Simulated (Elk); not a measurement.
**Input and output of a self-consistent single point for LiBi₂I₂O₂ (P-4m2, 7 atoms in the cell) (Elk)**

Computed with Elk 10.2.4 with PBEsol, all-electron FP-LAPW, Elk's shipped species files, default APW+lo basis.

Input as run:

```
tasks
  0

xctype
  22

stype
  0

swidth
  0.00367493

maxscl
  100

avec
    7.9940706305    0.0000000000    0.0000000000
    0.0000000000    7.9940706305    0.0000000000
    0.0000000000    0.0000000000   18.8858095059

atoms
  4
  'Li.in'
  1
  0.0000000000  0.0000000000  0.5000000000    0.0 0.0 0.0
  'Bi.in'
  2
  0.5000000000  0.0000000000  0.8918200000    0.0 0.0 0.0
  0.0000000000  0.5000000000  0.1081800000    0.0 0.0 0.0
  'I.in'
  2
  0.0000000000  0.5000000000  0.6775000000    0.0 0.0 0.0
  0.5000000000  0.0000000000  0.3225000000    0.0 0.0 0.0
  'O.in'
  2
  0.5000000000  0.5000000000  0.0000000000    0.0 0.0 0.0
  0.0000000000  0.0000000000  0.0000000000    0.0 0.0 0.0

ngridk
  5 5 3
```

Output (repeated stretches shortened):

```
│ Elk code version 10.2.4 │

All units are atomic (Hartree, Bohr, etc.)

│ Ground-state run starting from atomic densities │

Lattice vectors :
   7.994070631       0.000000000       0.000000000
   0.000000000       7.994070631       0.000000000
   0.000000000       0.000000000       18.88580951

Unit cell volume      :    1206.900777
Brillouin zone volume :   0.2055266001

Muffin-tin inner radius fraction :   0.1000000000E-01

Nuclei treated as point charges

Species :    1 (Li)
 parameters loaded from : Li.in
 name : lithium
 nuclear charge    :   -3.000000000
 electronic charge :    3.000000000
 atomic mass :    12652.66897
 muffin-tin radius :    1.800000000
 number of radial points in muffin-tin :    297
 atomic positions (lattice), magnetic fields (Cartesian) :
   1 :   0.00000000  0.00000000  0.00000000    0.00000000  0.00000000  0.00000000

Species :    2 (Bi)
 parameters loaded from : Bi.in
 name : bismuth
 nuclear charge    :   -83.00000000
 electronic charge :    83.00000000
 atomic mass :    380947.9282
 muffin-tin radius :    2.701952036
 number of radial points in muffin-tin :    697
 atomic positions (lattice), magnetic fields (Cartesian) :
   1 :   0.50000000  0.00000000  0.39182000    0.00000000  0.00000000  0.00000000
   2 :   0.00000000  0.50000000  0.60818000    0.00000000  0.00000000  0.00000000

Species :    3 (I)
 parameters loaded from : I.in
 name : iodine
 nuclear charge    :   -53.00000000
 electronic charge :    53.00000000
 atomic mass :    231332.6970
 muffin-tin radius :    2.600000000
 number of radial points in muffin-tin :    597
 atomic positions (lattice), magnetic fields (Cartesian) :
   1 :   0.00000000  0.50000000  0.17750000    0.00000000  0.00000000  0.00000000
   2 :   0.50000000  0.00000000  0.82250000    0.00000000  0.00000000  0.00000000

Species :    4 (O)
 parameters loaded from : O.in
 name : oxygen
 nuclear charge    :   -8.000000000
   [... lines left out ...]
Maximum (1/2)|G+k|²                   :    4.761888151
Maximum |G| for potential and density :    12.00000000
 potential will be trimmed for |G| > 2 gkmax
Constant for pseudocharge density :    8
Radial integration step length :    4

G-vector grid sizes :     32    32    75
Number of G-vectors :    35189

Maximum angular momentum used for
 APW functions                      :    8
 outer part of muffin-tin           :    6
 inner part of muffin-tin           :    1

Total nuclear charge    :   -291.0000000
Total core charge       :    212.0000000
Total valence charge    :    79.00000000
Total excess charge     :    0.000000000
Total electronic charge :    291.0000000

Effective Wigner radius, rₛ :   0.9966973944

Number of empty states         :   28
Total number of valence states :   68
Total number of core states    :  212

Total number of local-orbitals :   75

Exchange-correlation functional :     22     0     0
 PBEsol, Phys. Rev. Lett. 100, 136406 (2008)
 gradient requirement :    1
 generalised gradient approximation (GGA)

Smearing type :    0
 Gaussian
Smearing width :   0.3674930000E-02
Effective electronic temperature (K) :    1160.451112

Mixing type :    3
 Broyden mixing, J. Phys. A: Math. Gen. 17, L317 (1984)

Kohn-Sham potential initialised from atomic data
│ Self-consistent loop started │
│ Loop number : 1 │
 total energy                :     -57553.2833295
│ Loop number : 2 │
 total energy                :     -57553.3716839
RMS change in Kohn-Sham potential (target) :    11.96273469     (  0.1000000000E-05)
Absolute change in total energy (target)   :   0.8835441987E-01 (  0.1000000000E-03)
│ Loop number : 3 │
 total energy                :     -57560.7272522
RMS change in Kohn-Sham potential (target) :    6.871784056     (  0.1000000000E-05)
Absolute change in total energy (target)   :    7.377656913     (  0.1000000000E-03)
│ Loop number : 4 │
 total energy                :     -57525.2910527
RMS change in Kohn-Sham potential (target) :    2.726502625     (  0.1000000000E-05)
Absolute change in total energy (target)   :    33.59178523     (  0.1000000000E-03)
│ Loop number : 5 │
 total energy                :     -57556.7581855
RMS change in Kohn-Sham potential (target) :   0.9099585110     (  0.1000000000E-05)
Absolute change in total energy (target)   :    23.06918649     (  0.1000000000E-03)
   [... lines left out ...]
Absolute change in total energy (target)   :   0.3060408490E-03 (  0.1000000000E-03)
│ Loop number : 16 │
 total energy                :     -57541.7225231
RMS change in Kohn-Sham potential (target) :   0.1475964450E-04 (  0.1000000000E-05)
Absolute change in total energy (target)   :   0.3073361440E-03 (  0.1000000000E-03)
│ Loop number : 17 │
 total energy                :     -57541.7225325
RMS change in Kohn-Sham potential (target) :   0.9899087491E-05 (  0.1000000000E-05)
Absolute change in total energy (target)   :   0.6734986528E-04 (  0.1000000000E-03)
│ Loop number : 18 │
 total energy                :     -57541.7227984
RMS change in Kohn-Sham potential (target) :   0.2044076028E-05 (  0.1000000000E-05)
Absolute change in total energy (target)   :   0.2489968829E-03 (  0.1000000000E-03)
│ Loop number : 19 │
 total energy                :     -57541.7227530
RMS change in Kohn-Sham potential (target) :   0.9401286535E-06 (  0.1000000000E-05)
Absolute change in total energy (target)   :   0.1691161015E-04 (  0.1000000000E-03)
Convergence targets achieved

│ Loop number : 20 │

Energies :
 Fermi                       :     0.194752534529
 sum of eigenvalues          :     -35507.5488347
 electron kinetic            :      65712.3812220
 core electron kinetic       :      64995.8161649
 Coulomb                     :     -122092.315643
 Coulomb potential           :     -99690.8294285
 nuclear-nuclear             :     -3070.65537632
 electron-nuclear            :     -138352.491106
 Hartree                     :      19330.8308385
 Madelung                    :     -72246.9009291
 xc potential                :     -1529.10062820
 exchange                    :     -1143.22832560
 correlation                 :     -18.5600452083
 total energy                :     -57541.7227922

Density of states at Fermi energy :    64.97795933
 (states/Hartree/unit cell)

Estimated indirect band gap :   0.9825998096E-02
 from k-point      6 to k-point     12
Estimated direct band gap   :   0.1190941895E-01
 at k-point      6

Charges :
 core                        :    212.0000000
 valence                     :    79.00000000
 interstitial                :    10.63944202
 muffin-tins (core leakage)
  species :    1 (Li)
   atom    1                 :    2.116461857     (   0.000000000    )
  species :    2 (Bi)
   atom    1                 :    80.76581830     (  0.1094257640E-02)
   atom    2                 :    80.76581830     (  0.1094257640E-02)
  species :    3 (I)
   atom    1                 :    50.94347255     (  0.2024991064E-03)
   atom    2                 :    50.94347255     (  0.2024991064E-03)
  species :    4 (O)
   atom    1                 :    7.413343063     (  0.1932623750E-07)
   atom    2                 :    7.412171368     (  0.1936289284E-07)
 total in muffin-tins        :    280.3605580
 total calculated charge     :    291.0063631
 total charge                :    291.0000000
 error                       :   0.6363069932E-02

│ Self-consistent loop stopped │
```

The run converged in 20 iterations. The count includes the last loop, which Elk runs after its targets are met.

The starting cell comes from a database of computed structures (which also holds hypothetical and non-ambient phases and stackings), without a prior relaxation at this level. Its lattice was rescaled by a random factor within 2.5 % of one. Spin-orbit coupling is off. Values depend on the basis (sphere radii, cutoffs, local orbitals), which need not be converged. The run gives no clean gap (levels at the Fermi energy touch, overlap or are partly filled at this smearing), which alone does not show that the compound is a metal. The log's line on a gap gives a spacing of levels on this mesh, which the program prints for metals too.

Cost on one core of a shared machine: roughly 2 min.
